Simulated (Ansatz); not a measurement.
Bi4Ge3O12 (I-43d, No. 220) was calculated with PBEsol (Ansatz, a first-principles code, PAW).

Numerical settings: plane-wave cutoff 520 eV, 6×6×6 k mesh, Fermi–Dirac smearing 0.01 eV, scalar-relativistic PAW data made under PBE.

Cell (relaxed at this level):

```cif
data_Bi16Ge12O48
_chemical_formula_sum 'Ge12 Bi16 O48'
_space_group_name_H-M_alt 'I-43d'
_space_group_IT_number 220
_space_group_name_Hall 'I -4bd 2c 3'
_cell_length_a 10.50075
_cell_length_b 10.50075
_cell_length_c 10.50075
_cell_angle_alpha 90.000
_cell_angle_beta 90.000
_cell_angle_gamma 90.000
loop_
_atom_site_label
_atom_site_type_symbol
_atom_site_symmetry_multiplicity
_atom_site_Wyckoff_symbol
_atom_site_fract_x
_atom_site_fract_y
_atom_site_fract_z
_atom_site_occupancy
Ge1 Ge 12 a 0.00000 0.25000 0.37500 1
Bi1 Bi 16 c 0.08520 0.08520 0.08520 1
O1 O 48 e 0.07248 0.12460 0.28990 1
```
(The calculation used a cell of 38 atoms; values per cell refer to that cell.)

Estimate the bulk modulus, pressure derivative B′ of the bulk modulus, Γ–Γ gap, band gap and smallest direct gap on the k points sampled that the calculation returns.


- bulk modulus: 55.9 GPa
- pressure derivative B′ of the bulk modulus: 5.8
- Γ–Γ gap: 3.99 eV
- band gap: 3.57 eV
- smallest direct gap on the k points sampled: 3.60 eV

Spin–orbit coupling is not included; with these elements it can move the gap by several tenths of an eV or more.

Static lattice: no zero-point or thermal effects.

Computing time: around 2.9 core-hours (rough).
